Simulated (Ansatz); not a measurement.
Electronic density of states of amorphous Sn₁₂Sb₁₂S₃₆, density 4.38 g/cm³, on a 2×2×2 Γ-centred mesh with a Gaussian width of 0.1 eV; energies count from the Fermi level, whose place inside the gap is arbitrary. Cell and mesh are small, so fine structure isn't converged. These are PBE-D3(BJ), scalar-relativistic without spin-orbit coupling (plane waves to 420 eV, PAW; Ansatz, a program for electronic structure) values and carry that method's errors. Sampling: a 2×2×2 Γ-centred mesh; Fermi-Dirac width 0.05 eV; no spin polarisation.

Preparation: random packing, a CHGNet melt and quench, and a DFT relaxation. The hot cell started wider than the set density and was brought back towards it in steps. It is the lowest in DFT energy of 3 quenches. It is a model cell: composition and starting density were chosen by hand, and all elements were melted together. The geometry includes D3(BJ) dispersion. Its density started from a set value of 3.92 and ended at 4.38 g/cm³. The simulated quench (nominally 79 K/ps over its main leg) is rapid and tends to freeze in more defects than a deposited or slowly cooled glass has. One small periodic cell is one sample of the glass; other quenches scatter about these values. Volume and shape were free in the relaxation.

| E - EF (eV) | states/(eV atom) |
|---|---|
| -12.00 | 0.00 |
| -11.90 | 0.00 |
| -11.80 | 0.01 |
| -11.70 | 0.08 |
| -11.60 | 0.27 |
| -11.50 | 0.25 |
| -11.40 | 0.12 |
| -11.30 | 0.28 |
| -11.20 | 0.26 |
| -11.10 | 0.06 |
| -11.00 | 0.00 |
| -10.90 | 0.00 |
| -10.80 | 0.00 |
| -10.70 | 0.00 |
| -10.60 | 0.00 |
| -10.50 | 0.00 |
| -10.40 | 0.00 |
| -10.30 | 0.00 |
| -10.20 | 0.00 |
| -10.10 | 0.00 |
| -10.00 | 0.00 |
| -9.90 | 0.01 |
| -9.80 | 0.10 |
| -9.70 | 0.19 |
| -9.60 | 0.18 |
| -9.50 | 0.26 |
| -9.40 | 0.38 |
| -9.30 | 0.36 |
| -9.20 | 0.27 |
| -9.10 | 0.34 |
| -9.00 | 0.35 |
| -8.90 | 0.32 |
| -8.80 | 0.29 |
| -8.70 | 0.23 |
| -8.60 | 0.24 |
| -8.50 | 0.26 |
| -8.40 | 0.16 |
| -8.30 | 0.05 |
| -8.20 | 0.01 |
| -8.10 | 0.00 |
| -8.00 | 0.02 |
| -7.90 | 0.09 |
| -7.80 | 0.17 |
| -7.70 | 0.22 |
| -7.60 | 0.21 |
| -7.50 | 0.22 |
| -7.40 | 0.30 |
| -7.30 | 0.30 |
| -7.20 | 0.27 |
| -7.10 | 0.28 |
| -7.00 | 0.32 |
| -6.90 | 0.28 |
| -6.80 | 0.24 |
| -6.70 | 0.26 |
| -6.60 | 0.26 |
| -6.50 | 0.20 |
| -6.40 | 0.16 |
| -6.30 | 0.14 |
| -6.20 | 0.05 |
| -6.10 | 0.00 |
| -6.00 | 0.00 |
| -5.90 | 0.01 |
| -5.80 | 0.06 |
| -5.70 | 0.26 |
| -5.60 | 0.44 |
| -5.50 | 0.46 |
| -5.40 | 0.48 |
| -5.30 | 0.53 |
| -5.20 | 0.54 |
| -5.10 | 0.59 |
| -5.00 | 0.67 |
| -4.90 | 0.67 |
| -4.80 | 0.64 |
| -4.70 | 0.56 |
| -4.60 | 0.53 |
| -4.50 | 0.56 |
| -4.40 | 0.62 |
| -4.30 | 0.64 |
| -4.20 | 0.61 |
| -4.10 | 0.62 |
| -4.00 | 0.60 |
| -3.90 | 0.53 |
| -3.80 | 0.58 |
| -3.70 | 0.66 |
| -3.60 | 0.68 |
| -3.50 | 0.67 |
| -3.40 | 0.74 |
| -3.30 | 0.74 |
| -3.20 | 0.67 |
| -3.10 | 0.68 |
| -3.00 | 0.67 |
| -2.90 | 0.70 |
| -2.80 | 0.74 |
| -2.70 | 0.75 |
| -2.60 | 0.74 |
| -2.50 | 0.78 |
| -2.40 | 0.83 |
| -2.30 | 0.84 |
| -2.20 | 0.77 |
| -2.10 | 0.81 |
| -2.00 | 0.83 |
| -1.90 | 0.76 |
| -1.80 | 0.73 |
| -1.70 | 0.76 |
| -1.60 | 0.78 |
| -1.50 | 0.74 |
| -1.40 | 0.75 |
| -1.30 | 0.71 |
| -1.20 | 0.65 |
| -1.10 | 0.65 |
| -1.00 | 0.66 |
| -0.90 | 0.65 |
| -0.80 | 0.63 |
| -0.70 | 0.52 |
| -0.60 | 0.34 |
| -0.50 | 0.15 |
| -0.40 | 0.03 |
| -0.30 | 0.00 |
| -0.20 | 0.00 |
| -0.10 | 0.00 |
| 0.00 | 0.00 |
| 0.10 | 0.00 |
| 0.20 | 0.00 |
| 0.30 | 0.00 |
| 0.40 | 0.04 |
| 0.50 | 0.10 |
| 0.60 | 0.14 |
| 0.70 | 0.19 |
| 0.80 | 0.25 |
| 0.90 | 0.35 |
| 1.00 | 0.43 |
| 1.10 | 0.48 |
| 1.20 | 0.54 |
| 1.30 | 0.57 |
| 1.40 | 0.55 |
| 1.50 | 0.58 |
| 1.60 | 0.58 |
| 1.70 | 0.58 |
| 1.80 | 0.58 |
| 1.90 | 0.58 |
| 2.00 | 0.64 |
| 2.10 | 0.66 |
| 2.20 | 0.60 |
| 2.30 | 0.62 |
| 2.40 | 0.65 |
| 2.50 | 0.64 |
| 2.60 | 0.69 |
| 2.70 | 0.78 |
| 2.80 | 0.76 |
| 2.90 | 0.68 |

The gap on this mesh is 0.96 eV; the broadening fills part of it in the curve.
